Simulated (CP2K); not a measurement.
**Input and output of a self-consistent single point for Li3SbS3 (R3m, 7 atoms in the cell) (CP2K)**

Computed with PBEsol, GPW, DZVP-MOLOPT-PBE-GTH basis, GTH-PBE potentials (POTENTIAL_UZH) in CP2K.

This input was run:

```
&GLOBAL
  PROJECT run
  RUN_TYPE ENERGY_FORCE
  PRINT_LEVEL LOW
&END GLOBAL
&FORCE_EVAL
  METHOD Quickstep
  STRESS_TENSOR ANALYTICAL
  &DFT
    BASIS_SET_FILE_NAME BASIS_MOLOPT_UZH
    POTENTIAL_FILE_NAME POTENTIAL_UZH
    &QS
      METHOD GPW
      EPS_DEFAULT 1E-10
    &END QS
    &MGRID
      CUTOFF 400
      REL_CUTOFF 60
      NGRIDS 4
    &END MGRID
    &SCF
      SCF_GUESS ATOMIC
      EPS_SCF 1E-6
      MAX_SCF 100
      ADDED_MOS 6
      &DIAGONALIZATION
        ALGORITHM STANDARD
      &END DIAGONALIZATION
      &MIXING
        METHOD BROYDEN_MIXING
        ALPHA 0.2
        NBUFFER 8
        BETA 1.5
      &END MIXING
      &SMEAR ON
        METHOD GAUSSIAN
        SIGMA [eV] 0.01
      &END SMEAR
    &END SCF
    &KPOINTS
      SCHEME MONKHORST-PACK 5 5 5
    &END KPOINTS
    &XC
      &XC_FUNCTIONAL
        &PBE
          PARAMETRIZATION PBESOL
        &END PBE
      &END XC_FUNCTIONAL
    &END XC
    &PRINT
      &MO
        EIGENVALUES T
        OCCUPATION_NUMBERS T
        NDIGITS 8
        FILENAME mo
        &EACH
          QS_SCF 0
        &END EACH
        ADD_LAST NUMERIC
      &END MO
      &MULLIKEN OFF
      &END MULLIKEN
    &END PRINT
  &END DFT
  &SUBSYS
    &CELL
      A 6.35228800 0.00000000 0.00000000
      B -2.69932300 5.75023600 0.00000000
      C -2.69932300 -4.24908100 3.87434200
      PERIODIC XYZ
    &END CELL
    &COORD
      SCALED
      Li       0.98542000     0.54949500     0.54949500
      Li       0.54949500     0.98542000     0.54949500
      Li       0.54949500     0.54949500     0.98542000
      Sb       0.13374000     0.13374000     0.13374000
      S        0.62656000     0.97760500     0.97760500
      S        0.97760500     0.62656000     0.97760500
      S        0.97760500     0.97760500     0.62656000
    &END COORD
    &KIND Li
      BASIS_SET DZVP-MOLOPT-PBE-GTH-q3
      POTENTIAL GTH-PBE-q3
    &END KIND
    &KIND Sb
      BASIS_SET DZVP-MOLOPT-PBE-GTH-q5
      POTENTIAL GTH-PBE-q5
    &END KIND
    &KIND S
      BASIS_SET DZVP-MOLOPT-PBE-GTH-q6
      POTENTIAL GTH-PBE-q6
    &END KIND
  &END SUBSYS
  &PRINT
    &FORCES ON
    &END FORCES
    &STRESS_TENSOR ON
    &END STRESS_TENSOR
  &END PRINT
&END FORCE_EVAL
```

Output (repeated stretches shortened):

```
 GLOBAL| Method name                                                        CP2K
 GLOBAL| Project name                                                        run
 GLOBAL| Run type                                                   ENERGY_FORCE

 TOTAL NUMBERS AND MAXIMUM NUMBERS

  Total number of            - Atomic kinds:                                   3
                             - Atoms:                                          7
                             - Shell sets:                                     7
                             - Shells:                                        32
                             - Primitive Cartesian functions:                 31
                             - Cartesian basis functions:                     74
                             - Spherical basis functions:                     70

  Maximum angular momentum of- Orbital basis functions:                        2
                             - Local part of the GTH pseudopotential:          6
                             - Non-local part of the GTH pseudopotential:      4

 SCF PARAMETERS         Density guess:                                    ATOMIC
                        max_scf:                                             100
                        max_diis:                                              4
                        eps_scf:                                        1.00E-06
                        eps_diis:                                       1.00E-01
                        eps_eigval:                                     1.00E-05
                        level_shift [a.u.]:                             0.000000
                        added MOs                                         6    0
                        Mixing method:                            BROYDEN_MIXING
                                                charge density mixing in g-space
                        Smear method:                                   GAUSSIAN
                        Smearing width (sigma) [a.u.]:                  3.67E-04
                        Accuracy threshold:                             1.00E-10
                        No outer SCF

 Extrapolation method: initial_guess

 Number of electrons:                                                         32
 Number of occupied orbitals:                                                 16
 Number of molecular orbitals:                                                22

 Number of orbital functions:                                                 70
 Number of independent orbital functions:                                     70

 SCF WAVEFUNCTION OPTIMIZATION

  Step     Update method      Time    Convergence         Total energy    Change
     1 NoMix/Diag. 0.20E+00      -     0.78971324       -58.7643731953 -5.88E+01
     2 Broy./Diag. 0.20E+00      -     0.03010198       -57.5587768212  1.21E+00
     3 Broy./Diag. 0.20E+00      -     0.21894171       -58.0693735669 -5.11E-01
     4 Broy./Diag. 0.20E+00      -     0.01522941       -58.8004393553 -7.31E-01
     5 Broy./Diag. 0.20E+00      -     0.02482011       -58.6024355364  1.98E-01
     6 Broy./Diag. 0.20E+00      -     0.00189856       -58.5825901738  1.98E-02
     7 Broy./Diag. 0.20E+00      -     0.00845471       -58.5208575480  6.17E-02
   [... 6 lines left out ...]
    14 Broy./Diag. 0.20E+00      -     0.00002204       -58.5454206403  1.04E-04
    15 Broy./Diag. 0.20E+00      -     0.00003274       -58.5454614936 -4.09E-05
    16 Broy./Diag. 0.20E+00      -     0.00000400       -58.5454735488 -1.21E-05
    17 Broy./Diag. 0.20E+00      -     0.00000315       -58.5454718765  1.67E-06
    18 Broy./Diag. 0.20E+00      -     0.00000081       -58.5454767752 -4.90E-06

  *** SCF run converged in    18 steps ***

  Electronic density on regular grids:        -31.9999999992        0.0000000008
  Core density on regular grids:               31.9999999947       -0.0000000053
  Total charge density on r-space grids:       -0.0000000045
  Total charge density g-space grids:          -0.0000000045

  Overlap energy of the core charge distribution:               0.00000000241310
  Self energy of the core charge distribution:               -103.52543371514363
  Core Hamiltonian energy:                                     19.60681821977549
  Hartree energy:                                              38.84418213347629
  Exchange-correlation energy:                                -13.47104341574860
  Smearing free energy correction:                              0.00000000000000
  Fermi energy:                                                 0.13085229725254

  Total energy:                                               -58.54547677522736
  Total energy (extrapolated to sigma->0):                    -58.54547677522736

 ENERGY| Total FORCE_EVAL ( QS ) energy [hartree]            -58.545461758583258

 FORCES| Atomic forces [hartree/bohr]
 FORCES|   Atom     x               y               z               |f|
 FORCES|      1 -1.38686934E-04 -2.89052421E-04 -7.45952938E-04   8.11930510E-04
 FORCES|      2 -2.02663121E-04 -2.48275261E-04 -7.45811020E-04   8.11755520E-04
 FORCES|      3 -2.02605192E-04 -3.19025387E-04 -7.18308150E-04   8.11660434E-04
 FORCES|      4  1.73318933E-03  2.72808436E-03  7.04109523E-03   7.74747776E-03
 FORCES|      5 -4.66960271E-03 -2.69411215E-04 -6.95071630E-04   4.72873095E-03
 FORCES|      6  1.74035899E-03 -4.34158662E-03 -6.95364996E-04   4.72882187E-03
 FORCES|      7  1.74030856E-03  2.73973685E-03 -3.43937405E-03   4.72907240E-03
 FORCES| Sum     2.98919775E-07  4.70306576E-07  1.21244699E-06
 FORCES| Total atomic force                                       1.33437964E-06

 STRESS| Analytical stress tensor [bar]
 STRESS|                        x                   y                   z
 STRESS|      x       -1.80111060282E+03  -7.47954892299E+01  -1.93296816226E+02
 STRESS|      y       -7.47954892299E+01  -1.87146193757E+03  -3.04108920649E+02
 STRESS|      z       -1.93296816226E+02  -3.04108920649E+02  -2.53858122981E+03
 STRESS| 1/3 Trace                                            -2.07038459006E+03
```

The run converged in 18 iterations.

The starting cell comes from a database of computed structures (which also holds hypothetical and non-ambient phases and stackings), without a prior relaxation at this level. Values carry the incompleteness of an atom-centred basis. The potentials were made for another functional than the one used.

Cost on one core of a shared machine: roughly 50 s.
